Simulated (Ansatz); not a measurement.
Start from CdSe in the wurtzite structure (space group P6_3mc, No. 186; a = 4.302 Å, c = 7.021 Å). Axes: x lies along a and z along c of the hexagonal cell.

Computed with plane-wave PAW DFT at the PBEsol level (Ansatz, a quantum-chemistry and plane-wave program, 420 eV), no spin-orbit coupling.

Strains are applied to the cell and any free atomic positions relax; under biaxial strain the out-of-plane vector relaxes too.

One change was made to it. Results:

```json
[
 {"quantity": "band gap", "base": "0.54 eV", "after": "0.45 eV"},
 {"quantity": "pressure (mean of the normal stresses, compression positive)", "base": "0.00 GPa", "after": "-1.27 GPa"},
 {"quantity": "electron mass", "base": "0.055 mₑ (at Γ)", "after": "0.046 mₑ out of plane, 0.054 mₑ in plane (at Γ)"}
]
```

### Question
What was done to the base?
(A) biaxial strain +3.00 %, plane normal [001], relaxed out of plane
(B) biaxial strain +0.60 %, plane normal [001], relaxed out of plane
(C) biaxial strain +1.20 %, plane normal [001], relaxed out of plane
(D) biaxial strain +1.80 %, plane normal [001], relaxed out of plane
(E) biaxial strain +2.40 %, plane normal [001], relaxed out of plane

### Answer
E, biaxial strain +2.40 %, plane normal [001], relaxed out of plane. For comparison, the electron mass in the other runs: biaxial strain +1.80 %, plane normal [001], relaxed out of plane gives 0.048 mₑ out of plane, 0.054 mₑ in plane (at Γ); biaxial strain +1.20 %, plane normal [001], relaxed out of plane gives 0.050 mₑ out of plane, 0.055 mₑ in plane (at Γ); biaxial strain +3.00 %, plane normal [001], relaxed out of plane gives 0.044 mₑ out of plane, 0.054 mₑ in plane (at Γ); biaxial strain +0.60 %, plane normal [001], relaxed out of plane gives 0.052 mₑ out of plane, 0.055 mₑ in plane (at Γ).

Effective masses come from finite differences of ±0.01 Å⁻¹. Stability against distortions was not tested.
